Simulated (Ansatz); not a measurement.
The starting structures come from a database of crystals and need not be the phases stable at ambient conditions.

 Where the default PAW files enter, the runs use the earlier of Ansatz's two default sets.

Data:

```yaml
crystal:
  lattice:
    - [5.01748, 0.01261, 0.04500]
    - [1.92675, 6.07631, 0.03035]
    - [0.00774, -1.90147, 6.63083]
  atoms:
    - { symbol: Al, position: [0.16060, 0.81095, 0.32728] }
    - { symbol: Al, position: [0.83940, 0.18905, 0.67272] }
    - { symbol: H, position: [0.72594, 0.82010, 0.52936] }
    - { symbol: H, position: [0.27406, 0.17990, 0.47064] }
    - { symbol: H, position: [0.72550, 0.85437, 0.14295] }
    - { symbol: H, position: [0.27450, 0.14563, 0.85705] }
    - { symbol: Pb, position: [0.79732, 0.30906, 0.19352] }
    - { symbol: Pb, position: [0.20268, 0.69094, 0.80648] }
    - { symbol: O, position: [0.89592, 0.86737, 0.55290] }
    - { symbol: O, position: [0.10408, 0.13263, 0.44710] }
    - { symbol: O, position: [0.89954, 0.89591, 0.14168] }
    - { symbol: O, position: [0.10046, 0.10409, 0.85832] }
    - { symbol: F, position: [0.43311, 0.78364, 0.13532] }
    - { symbol: F, position: [0.56689, 0.21636, 0.86468] }
    - { symbol: F, position: [0.44529, 0.73635, 0.48901] }
    - { symbol: F, position: [0.55471, 0.26365, 0.51099] }
    - { symbol: F, position: [0.18394, 0.51192, 0.23487] }
    - { symbol: F, position: [0.81606, 0.48808, 0.76513] }
```

Space group of this cell: P-1. The cell was relaxed by PBE-D3(BJ); by r2SCAN its mean pressure is -2.5 GPa.

Transport runs along the normal of the first two printed cell vectors.

No gap correction and no spin-orbit coupling; mid-gap values are interpolated between computed energies.

Question: Give the band gap and the smallest decay constant κ at mid-gap that r2SCAN in Ansatz (a first-principles code) yields.

Answer: Gap 4.98 eV on a 6×6×6 mesh; κ = 0.432 1/Å, at the zone centre.
